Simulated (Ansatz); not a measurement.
We consider Zr7N4O8 (P-1, No. 2, 19 atoms in the cell; start mp-35527), described by LDA (Ansatz, a program for electronic structure, plane waves, PAW).

Run with plane-wave cutoff 520 eV, 6×6×6 k mesh, Fermi–Dirac smearing 0.01 eV, scalar-relativistic PAW data made under PBE.

Cell (relaxed with PBEsol):

```
CELL_PARAMETERS angstrom
      6.12844    -0.00648     0.00243
     -0.98826     6.10893     0.00389
     -1.08942    -1.34614     6.14021
ATOMIC_POSITIONS crystal
  Zr 0.28118 0.12775 0.61920
  Zr 0.71882 0.87225 0.38080
  Zr 0.00000 0.00000 0.00000
  Zr 0.84206 0.38477 0.67782
  Zr 0.15794 0.61523 0.32218
  Zr 0.60558 0.32276 0.13358
  Zr 0.39442 0.67724 0.86642
  N  0.93087 0.07446 0.68241
  N  0.06913 0.92554 0.31759
  N  0.56528 0.40665 0.81835
  N  0.43472 0.59335 0.18165
  O  0.32400 0.07921 0.95021
  O  0.67600 0.92079 0.04979
  O  0.57597 0.16966 0.40825
  O  0.42403 0.83034 0.59175
  O  0.94476 0.32811 0.10712
  O  0.05524 0.67189 0.89288
  O  0.18304 0.42952 0.57119
  O  0.81696 0.57048 0.42881
```

Task: Predict the band gap and smallest direct gap on the k points sampled.

Result: 
- band gap = 2.58 eV
- smallest direct gap on the k points sampled = 2.81 eV

Note: cell and atoms aren't relaxed at this level (pressure -4.9 GPa).

Spin–orbit coupling is not included.

Computed values are for the static lattice.

It cost around 4 core-minutes (rough) of CPU time.

A start named mp-… is a Materials Project structure, which need not be a measured phase.
